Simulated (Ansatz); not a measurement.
Structures of equal composition on the (110) surface of bcc W: a layer of V in place of the second plane; a layer of V in place of the third plane. The slabs share one bottom face, and each structure is named by its start. These are constructed structures in small cells; real faces may alloy, dewet or reconstruct in larger ones, and not all known structures of the face are among them. Slabs of about 11 Å, Fermi-Dirac smearing of 0.1 eV. Bottom of the slabs: a bare face, its two planes held. Relaxed from the named starts with such symmetry as they have, on meshes of like density; energies extrapolated to zero smearing; spin only where a row says so; no spin-orbit coupling, no U. Brackets mark spin-polarised runs, whose order is one that fits the cell.

Computed with PBE (plane waves to 420 eV, PAW; Ansatz, an electronic-structure program).

Q: Rank these by energy per 1x1 cell (lowest first), as PBE gives it.

A: a layer of V in place of the second plane (0.000 eV [spin start, no net moment]), a layer of V in place of the third plane (0.040 eV [spin start, no net moment])
